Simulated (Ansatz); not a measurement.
```
Cs2LaNaCl6
1.0
    0.00000     5.45758     5.45758
    5.45758     0.00000     5.45758
    5.45758     5.45758     0.00000
Cs Na La Cl
2 1 1 6
Cartesian
  8.18638   8.18638   8.18638
  2.72879   2.72879   2.72879
  5.45758   5.45758   5.45758
  0.00000   0.00000   0.00000
  2.73821   5.45758   5.45758
  8.17696   5.45758   5.45758
  5.45758   2.73821   5.45758
  5.45758   8.17696   5.45758
  5.45758   5.45758   2.73821
  5.45758   5.45758   8.17696
```

The cell is a database entry relaxed within its symmetry; it need not be the phase found at ambient conditions. Dynamical quadrupoles are not included in the interpolation of the phonons between the solved wave vectors.

Question: Is this relaxed cell dynamically stable according to harmonic phonons (finite displacements on a 2×2×2 mesh, Ansatz, a first-principles code, PBEsol functional, plane-wave PAW, k mesh 4×4×4)? If not, where is the strongest instability?

Answer: No. The softest mode is 38i cm⁻¹ at q = (0.000, 0.000, 0.000) in fractions of the reciprocal vectors of this cell, and 4 of the 8 wave vectors of the mesh carry a mode beyond 15i cm⁻¹.

The PAW data sets were generated under PBE and serve the other functionals too.
